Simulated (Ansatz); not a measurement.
Take LuSb in the rock salt structure (space group Fm-3m, No. 225; a = 5.9959 Å; a cell from a computed database, its experimental status unchecked; relaxed with 0.1 eV smearing) as the base. Axes: x, y, z lie along the cube axes.

One thing is altered: uniaxial strain ε_yy = −0.77 %, all other strain components held at zero; the atoms relax in the strained cell.

Levels (all Ansatz, an electronic-structure program, PAW): PBEsol (420 eV, without spin-orbit coupling); PBEsol+SOC (420 eV, noncollinear with spin-orbit coupling).

The geometry is relaxed with PBEsol.

* **PBEsol pressure**: 0.5 GPa

Problem. Predict the pressure from PBEsol+SOC.

Solution. The pressure decreases by 0.26 GPa (0.5 GPa → 0.3 GPa).

Single points use the geometry relaxed with PBEsol. Differences between runs with and without spin-orbit coupling are approximate. Whether these cells are dynamically stable was not tested. The runs without spin-orbit coupling are not spin-polarised.
